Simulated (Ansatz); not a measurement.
# Hypothetical I4_132 C, response to strain

Base system: C (space group I4_132, No. 214; a = 4.105 Å; a hypothetical phase, not in the database extracts checked; relaxed with 0.1 eV smearing). Axes: x, y, z lie along the cube axes.

Strains are applied to the cell and any free atomic positions relax; under biaxial strain the out-of-plane vector relaxes too.

Computed with PBEsol (Ansatz, a program for electronic structure; PAW; 420 eV plane waves; no spin-orbit coupling).

Notes on the quantities. pressure: mean of the normal stresses, compression positive.

| variant | shortest interatomic distance | space group | pressure |
|---|---|---|---|
| base | 1.451 Å | I4_132 (No. 214) | 0.0 GPa |
| biaxial strain +0.99 %, plane normal [001], relaxed out of plane | 1.444 Å | I4_122 (No. 98) | 3.6 GPa |
| biaxial strain −0.83 %, plane normal [110], relaxed out of plane | 1.441 Å | F222 (No. 22) | -8.7 GPa |
| isotropic strain −2.80 % | 1.411 Å | I4_132 (No. 214) | 26.1 GPa |
| isotropic strain +0.94 % | 1.465 Å | I4_132 (No. 214) | -7.0 GPa |
| isotropic strain +1.01 % | 1.466 Å | I4_132 (No. 214) | -7.5 GPa |
| isotropic strain +1.48 % | 1.473 Å | I4_132 (No. 214) | -10.7 GPa |
| isotropic strain +4.74 % | 1.520 Å | I4_132 (No. 214) | -28.3 GPa |
| uniaxial strain ε_zz = −0.82 % | 1.447 Å | I4_122 (No. 98) | 2.2 GPa |
| tensor shear ε_xy = −0.73 % | 1.443 Å | F222 (No. 22) | -0.1 GPa |

Whether these cells are dynamically stable was not tested. Under biaxial strain +0.99 %, plane normal [001], relaxed out of plane, biaxial strain −0.83 %, plane normal [110], relaxed out of plane and tensor shear ε_xy = −0.73 % the cell ends below the base's energy or with stress of the wrong sign: the atoms slid into a distortion or the cell is elastically unstable, so the base is not a stable minimum at this level.
